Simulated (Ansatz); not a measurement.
The starting structures come from a database of crystals and need not be the phases stable at ambient conditions.

Tunnelling through a barrier is set by its complex band structure: the current falls as exp(−2κd) with the smallest κ.

Consider the following.

```
CELL_PARAMETERS angstrom
      4.02103     0.00000     0.00000
      0.00000    13.91636     0.00000
      0.00000     0.00000     4.02103
ATOMIC_POSITIONS crystal
  La 0.00000 0.40974 0.50000
  La 0.50000 0.59026 0.00000
  Bi 0.50000 0.12870 0.00000
  Bi 0.00000 0.87130 0.50000
  S  0.00000 0.10705 0.50000
  S  0.50000 0.89295 0.00000
  S  0.50000 0.30841 0.00000
  S  0.00000 0.69159 0.50000
  O  0.00000 0.50000 0.00000
  O  0.50000 0.50000 0.50000
```

The cell was relaxed by PBE-D3(BJ); by r2SCAN it stands under a pressure of 1.5 GPa.

Transport runs along the normal of the first two printed cell vectors, the (100) plane of the conventional cell.

The gap is the functional's own. No spin-orbit coupling. Mid-gap values are those at the computed energy nearest the middle.

Q: Compute, with r2SCAN in Ansatz (an electronic-structure program), the band gap and the smallest decay constant κ at mid-gap.

A: Gap 1.10 eV on a 8×4×8 mesh; κ = 0.098 1/Å, at the zone centre.
